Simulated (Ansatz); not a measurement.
Consider ZnO in the wurtzite structure (space group P6_3mc, No. 186; a = 3.187 Å, c = 5.153 Å). Axes: x lies along a and z along c of the hexagonal cell.

The values are results of plane-wave PAW DFT at the LDA level (Ansatz, an electronic-structure program, 420 eV), spin-orbit coupling left out, not measurements.

One thing is altered: uniaxial strain ε_xx = +0.60 %, all other strain components held at zero, atoms relaxed at fixed cell.

Question: What does the calculation give for the stress after the change?

Answer: The stress (xx, yy, zz, yz, xz, xy; compression positive) is (-1.32, -0.82, -0.73, 0.00, 0.00, 0.00) GPa.

Stability against distortions was not tested.
